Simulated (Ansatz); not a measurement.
Given:

End structure of a constructed model of the (111) surface of fcc Au, (√3x√3)R30° layer of In, one a cell, on the site that continues the host's stacking (bottom of the slab: a bare face, its two planes held):

```yaml
crystal:
  lattice:
    - [4.40939, 2.54576, 0.00000]
    - [-4.40939, 2.54576, 0.00000]
    - [0.00000, 0.00000, 30.50000]
  atoms:
    - { symbol: Au, position: [0.00000, 0.66667, 0.26472] }
    - { symbol: Au, position: [0.33333, 0.33333, 0.26472] }
    - { symbol: Au, position: [0.66667, 0.00000, 0.26472] }
    - { symbol: Au, position: [0.00000, 0.33333, 0.34341] }
    - { symbol: Au, position: [0.33333, 0.00000, 0.34341] }
    - { symbol: Au, position: [0.66667, 0.66667, 0.34341] }
    - { symbol: Au, position: [0.00000, 0.00119, 0.42173] }
    - { symbol: Au, position: [0.33452, 0.66667, 0.42173] }
    - { symbol: Au, position: [0.66548, 0.33215, 0.42173] }
    - { symbol: Au, position: [0.00000, 0.66667, 0.49960] }
    - { symbol: Au, position: [0.33333, 0.33333, 0.50053] }
    - { symbol: Au, position: [0.66667, 0.00000, 0.50053] }
    - { symbol: Au, position: [0.00000, 0.33490, 0.57884] }
    - { symbol: Au, position: [0.33176, 0.99843, 0.57884] }
    - { symbol: Au, position: [0.66824, 0.66667, 0.57884] }
    - { symbol: Au, position: [0.00000, 0.00722, 0.65990] }
    - { symbol: Au, position: [0.34055, 0.66667, 0.65990] }
    - { symbol: Au, position: [0.65945, 0.32612, 0.65990] }
    - { symbol: In, position: [0.00000, 0.66667, 0.73507] }
```

Slab: 19 atoms, 14.4 Å thick at the start; k 9x9x1, smearing 0.1 eV, dipole-corrected; 6 atoms held, the rest relaxed; symmetry of the start imposed; no spin, no spin-orbit, no U. It is one candidate, not shown to be the stable structure of the face.

Estimate the work function of the top face that PBE (Ansatz, an electronic-structure program) returns for this input.

3.97 eV
